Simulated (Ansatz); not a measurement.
Worked example: zone-centre phonon calculation of Ru (P6_3/mmc, 2 atoms in the cell) in Ansatz (an electronic-structure program).

Method of the run: PBE (plane waves, PAW; Ansatz).

```
Ru
1.0
    1.35093    -2.33989     0.00000
    1.35093     2.33989     0.00000
    0.00000     0.00000     4.26716
Ru
2
Direct
  0.33333   0.66667   0.25000
  0.66667   0.33333   0.75000
```

Reference input (self-consistent single point, DFT, PBE, plane waves, default PAW files): basis.ecutwfc = 420 eV; kpoints.mp_grid.grid = 14 14 8; hamiltonian.xc = pbe; hamiltonian.pseudopotentials = {kind: paw} (the program's default PAW files); scf.occupations.method = fermi_dirac; scf.occupations.width = 0.1 eV. This run's input differs from it in these lines:

Ansatz 0.2 input:
```diff
@@ -10,3 +10,3 @@
 basis:
-  ecutwfc: 420.0
+  ecutwfc: 505.0
 kpoints:
@@ -18,6 +18,4 @@
   occupations: { method: fermi_dirac, width: 0.1 }
-output:
-  forces: true
-  eigenvalues: true
-  stress: true
+phonons:
+  method: dfpt
```

The program printed (abridged):

```
SCF iter   1: F=—  HF=-11757.392495 eV  |F-HF|=—  |Δ(HF+E_count)|=         —  Δρ=6.66e-3  dr2=2.39e-3  ethr=1.77e-3  ⟨swp⟩=5.0  Hψ=53769  notcnv=0  defer=45
all-band conjugate gradients solve this SCF's bands
automatic band count: the SCF goes on with 24 bands, as 20 were too few: the levels above may hold too much charge
preconditioner: auto → none
   [... lines left out ...]
SCF iter   5: F=—  HF=-11757.395079 eV  |F-HF|=—  |Δ(HF+E_count)|=   2.90e-6  Δρ=3.83e-5  dr2=6.18e-8  ethr=2.04e-9  ⟨swp⟩=2.8  Hψ=9036  notcnv=0  defer=58
SCF iter   6: F=—  HF=-11757.395079 eV  |F-HF|=—  |Δ(HF+E_count)|=   1.09e-7  Δρ=7.70e-6  dr2=2.23e-9  ethr=1.93e-10  ⟨swp⟩=3.0  Hψ=10623  notcnv=0  defer=58
SCF iter   7: F=—  HF=-11757.395079 eV  |F-HF|=—  |Δ(HF+E_count)|=   3.30e-9  Δρ=1.49e-6  dr2=7.94e-11  ethr=6.96e-12  ⟨swp⟩=3.0  Hψ=10803  notcnv=0  defer=58
SCF iter   8: F=-11757.395079 eV  HF=-11757.395079 eV  |F-HF|=7.28e-12  |Δ(HF+E_count)|=  5.82e-11  Δρ=4.62e-7  dr2=6.15e-12  ethr=1.00e-12  ⟨swp⟩=7.9  Hψ=28877  notcnv=0
SCF 1 converged in 8 iterations: F = -11757.395079 eV  dr2 = 6.15e-12
DFPT response loops at Γ: preconditioner auto → Kerker (q_TF=auto, 2.807 Å⁻¹) (partly filled bands, converged f_vac=0.000) …
Free energy (F): -11757.395079 eV
Internal energy: -11757.337919 eV  (E = F + TS)
E sigma→0 (E₀):  -11757.366499 eV
Entropy (-TS):   -0.057161 eV (-28.580 meV/atom)
Fermi energy:    23.717253 eV
--- Phonons (Γ-DFPT): 2 representative perturbations + reference, on 285 of 1568 k-points (Σ response iterations 7) ---
  k mesh reduced under 4 symmetry operations, with k and −k counted as one. Each operation leaves every solved displacement unchanged or reverses it
  ASR residual: 2.525e-3 → 0.000e0 eV/Å²; symmetrization residual: 6.111e-13 eV/Å²
  ASR residual per site (eV/Å²): 2.53e-3 2.53e-3
  Γ frequencies (cm⁻¹): 0.00 0.00 0.00 192.76 192.76 265.21
  non-analytic LO–TO correction: not included (Born effective charges unavailable; polar crystals: no LO–TO splitting at Γ)
```

The run converged in 8 iterations. 

Summary of the result:
```
Item                                                                      Result
--------------------------------------------------------  ----------------------
Free energy E − TS (on the zero of these files)                   -11757.3951 eV
Fermi level (on the code's own zero)                                    23.72 eV
Zone-centre frequencies (cm⁻¹; negative means imaginary)  0, 0, 0, 193, 193, 265
```

The starting cell has typed, rounded lattice constants, without a prior relaxation at this level. Its lattice was rescaled by up to half a per cent. Spin polarisation is off.

Cost on one core of a shared machine: roughly 60 s.
